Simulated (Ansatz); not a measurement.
## Sn: isotropic strain +0.50 %

Consider Sn in the diamond structure (space group Fd-3m, No. 227; a = 6.6562 Å; relaxed with 0.1 eV smearing).

Perturbation: the cell is scaled by 1.0050 in all directions, atoms relaxed at fixed cell.

The values are results of PBE (Ansatz, a quantum-chemistry and plane-wave program; PAW; 420 eV plane waves; no SOC), not measurements. Γ-centred 15×15×15 mesh, Fermi–Dirac width 0.1 eV.

| quantity | base | changed | shift |
|---|---|---|---|
| volume per atom | 36.86 Å³ | 37.42 Å³ | +0.56 Å³ |
| shortest interatomic distance | 2.882 Å | 2.897 Å | +0.0144 Å |
| energy relative to the base (free energy F) | 0 meV/atom | +0.9 meV/atom | +0.9 meV/atom |
| pressure | 0.0 GPa | -0.5 GPa | -0.5 GPa |
| band gap | zero | zero | – |

Final structure:

```
CELL_PARAMETERS angstrom
      0.00000     3.34473     3.34473
      3.34473     0.00000     3.34473
      3.34473     3.34473     0.00000
ATOMIC_POSITIONS crystal
  Sn 0.00000 0.00000 0.00000
  Sn 0.25000 0.25000 0.25000
```

No phonon test of stability was made.
